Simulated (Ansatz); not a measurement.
The starting structures come from a database of crystals and need not be the phases stable at ambient conditions.

Data:

```xyz
12
Lattice="6.7469 0.0000 0.0000 0.0000 6.7469 0.0000 0.0000 0.0000 6.7469" Properties=species:S:1:pos:R:3 pbc="T T T"
Cd     3.3735     3.3735     0.0000
Cd     0.0000     3.3735     3.3735
Cd     0.0000     0.0000     0.0000
Cd     3.3735     0.0000     3.3735
Se     6.0552     0.6917     2.6818
Se     0.6917     6.0552     4.0652
Se     4.0652     6.0552     6.0552
Se     2.6818     0.6917     0.6917
Se     2.6818     2.6818     4.0652
Se     4.0652     4.0652     2.6818
Se     0.6917     4.0652     0.6917
Se     6.0552     2.6818     6.0552
```

Space group of this cell: Pa-3. The cell is taken as given; by r2SCAN its mean pressure is -1.8 GPa.

Transport runs along the normal of the first two printed cell vectors, the (001) plane of the conventional cell.

The gap is the functional's own. No spin-orbit coupling. Mid-gap values are interpolated on the energy grid.

**Question.** Estimate the band gap and the smallest decay constant κ at mid-gap that r2SCAN run with Ansatz (an electronic-structure program) returns for this system.

**Answer.** Gap 0.99 eV on a 6×6×6 mesh; κ = 0.171 1/Å, at (0.333, 0.000) of the in-plane reciprocal vectors. At the zone centre, at the nearest computed energy, the slowest state has κ = 0.20 1/Å.
